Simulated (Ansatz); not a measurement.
The reference is SiO2 (space group P3_221, No. 154).

```
CELL_PARAMETERS angstrom
      5.02211     0.00000     0.00000
     -2.51105     4.34927     0.00000
      0.00000     0.00000     5.51028
ATOMIC_POSITIONS crystal
  Si 0.47673 0.47673 0.00000
  Si 0.52327 0.00000 0.66667
  Si 0.00000 0.52327 0.33333
  O  0.41453 0.15915 0.87178
  O  0.84085 0.25538 0.53845
  O  0.15915 0.41453 0.12822
  O  0.58547 0.74462 0.79488
  O  0.25538 0.84085 0.46155
  O  0.74462 0.58547 0.20512
```

Cartesian axes are those of the cell as printed.

Method: Ansatz (a quantum-chemistry and plane-wave program), PBE, PAW, cutoff 420 eV, no spin-orbit coupling.

It is then changed as follows: uniaxial strain ε_zz = −3.00 %, all other strain components held at zero; the atoms relax in the strained cell.

**Question.** Predict the stress tensor and what it implies for the stiffness.

**Answer.** Stress of the strained cell less that of the base (GPa, compression positive):
```
   0.37    0.00    0.00
   0.00    0.37    0.00
   0.00    0.00    2.86
```

Then −Δσ_ii/ε with ε = -0.0300 gives secant stiffness values (nonlinear terms included at this strain): C33 ≈ 95 GPa, C13 ≈ 12 GPa and C23 ≈ 12 GPa.

No phonon test of stability was made.
